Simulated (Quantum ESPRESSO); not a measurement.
Troubleshooting Quantum ESPRESSO: a failed run on AlAg3 (Cmmm, 4 atoms in the cell). The aim is a self-consistent single point with DFT, PBEsol, plane waves, PSlibrary ultrasoft (PBE) pseudopotentials.

Cell that was meant: a = 2.8174 Å, b = 2.8174 Å, c = 8.8341 Å, α = 90.00°, β = 90.00°, γ = 71.65°.

Part of the input:

```fortran
&control
  calculation = 'SCF-run',
  prefix = 'scf',
  outdir = './tmp/',
  pseudo_dir = './',
```

Output (repeated stretches shortened):

```
     This program is part of the open-source Quantum ESPRESSO suite
     for quantum simulation of materials; please cite

 %%%%%%%%%%%%%%%%%%%%%%%%%%%%%%%%%%%%%%%%%%%%%%%%%%%%%%%%%%%%%%%%%%%%%%%%%%%%%%
     Error in routine  control_checkin (1):
      calculation "SCF-run" not allowed
 %%%%%%%%%%%%%%%%%%%%%%%%%%%%%%%%%%%%%%%%%%%%%%%%%%%%%%%%%%%%%%%%%%%%%%%%%%%%%%

     stopping ...
```

Problem. Read the log: what does the program object to, and what is the fix?

Solution. The fault is a value that the program does not know. The key takes a closed list of words, and names differ between codes. To fix it, use one of the words that the key accepts. The program stopped before any SCF iteration.

An input that runs soundly differs in these lines (not the only fix; some lines may just follow from the change or write a value another way):
```diff
-  calculation = 'SCF-run',
+  calculation = 'scf',
```

With that input, the run converged in 14 iterations: free energy E − TS -3500.2388 eV; Fermi level (on the code's own zero) 12.08 eV; pressure -2.26 GPa; largest force (vector length) 0.151 eV/Å (DFT, PBEsol, plane waves, PSlibrary ultrasoft (PBE) pseudopotentials).

On the sound input: the starting cell comes from a database of computed structures (which also holds hypothetical and non-ambient phases and stackings), without a prior relaxation at this level. Its lattice was rescaled by a random factor within 2.5 % of one.
